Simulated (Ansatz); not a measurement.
BP, thickness series

Take BP in the zinc blende structure (space group F-43m, No. 216; a = 4.536 Å) as the base. Axes: x, y, z lie along the cube axes.

Free-standing slabs (2 atom(s) a layer) normal to [110] with 15 Å of vacuum; in-plane cell held at bulk.

Method: r2SCAN (Ansatz, a program for electronic structure; PAW; 500 eV plane waves; scalar-relativistic without spin-orbit coupling), earlier PAW set.

For the base:

| Quantity | Value |
|---|---|
| Band gap | 1.41 eV |

The aim is a band gap between 0.43 eV and 0.50 eV. Which of these changes reaches it?
(A) 1 layer
(B) 7 layers
(C) 6 layers

B, 7 layers. It gives 0.48 eV; 1 layer gives zero; 6 layers gives 0.73 eV. Changes not listed may reach it too

Whether these cells are dynamically stable was not tested. All final runs are without spin polarisation. The zero or small gap of BP can change with the level of theory.
